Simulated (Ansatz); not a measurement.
**Fermi-surface data of Ir (Fm-3m)**

```
CELL_PARAMETERS angstrom
      0.00000     1.91782     1.91782
      1.91782     0.00000     1.91782
      1.91782     1.91782     0.00000
ATOMIC_POSITIONS crystal
  Ir 0.00000 0.00000 0.00000
```

The numbers are results of PBEsol, rigid bands (plane waves, PAW, scalar-relativistic; Ansatz, a program for electronic structure), not measurements. Condition of this run: hydrostatic pressure -2 GPa (the target of the relaxation). Geometry: cell and atoms relaxed with PBEsol, then loaded as said.

```
Item                                                               Value
------------------------------------  ----------------------------------
density of states at the Fermi level  0.892 states/(eV·cell), both spins
bare Sommerfeld coefficient                     2.1 mJ/(mol of atoms·K²)
Drude plasma energy                                              10.7 eV
root-mean-square Fermi velocity                                8.3e5 m/s
resistivity times τ                                     4.3 ×10⁻²² Ω·m·s
resistivity times mean free path                         3.7 ×10⁻¹⁶ Ω·m²
```

A metal at this level (no band gap); rigid bands, thermally averaged at 300 K, both spins. Spin-orbit coupling is left out, which matters with elements this heavy. τ is one relaxation time for all states; the product of resistivity and mean free path takes one path for all states instead.
